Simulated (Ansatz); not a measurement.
Take Cu$_{2}$Se in the anti-fluorite structure (space group Fm-3m, No. 225; a = 5.7186 Å; a cell from a computed database, its experimental status unchecked) as the base.

Calculations: PBEsol/PAW in Ansatz (a program for electronic structure), no SOC.

Base values:

Lattice parameter a: 5.719 Å
Band gap: zero

Perturbation: every Se is replaced by Mo, then cell and atoms are relaxed.

Tabulated Pauling electronegativity and covalent radius: Se 2.55, 1.20 Å; Mo 2.16, 1.54 Å.

Problem. How does this affect the lattice parameter a and band gap?

Solution. The lattice parameter a drops by 0.015 Å, from 5.719 Å to 5.704 Å; the band gap stays zero.

No phonon test of stability was made. As relaxed here, Cu2Mo is a hypothetical phase, not in the database extracts checked. The final runs are not spin-polarised. A zero or small gap of Cu2Se can be the functional's error rather than a property of the material.
